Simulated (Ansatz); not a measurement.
# ZnO: carrier doping

Start from ZnO in the wurtzite structure (space group P6_3mc, No. 186; a = 3.2799 Å, c = 5.2941 Å).

Carriers are added at fixed cell with a uniform background; the Fermi–Dirac width is that of 300 K.

Computed with PBE in Ansatz (plane waves to 420 eV, PAW, no spin-orbit coupling), earlier PAW set.

Notes on the quantities. Fermi level from band edge: Fermi level relative to the doped band's edge (positive inside the band; to 0.05 eV).

```tsv
electron density (10^21 cm⁻³)	Fermi level from band edge (eV)
1	1.15
5	?
7	2.70
10	3.15
```

Task: Fit E_F = C n^s, fitted as a line in log–log form (a parabolic band gives s = 2/3) to the rows shown and predict the withheld row.

Result: Least squares on the printed values gives C = 1.15 eV, s = 0.44 (largest residual 0.00 eV); this predicts 2.33 eV, and the run gives 2.40 eV, in agreement.

Carriers are added with a uniform compensating background; total energy and stress of such cells depend on the potential's zero and are not compared; many-body gap narrowing is missing at this level. Whether these cells are dynamically stable was not tested.

Ansatz is a program for electronic structure.
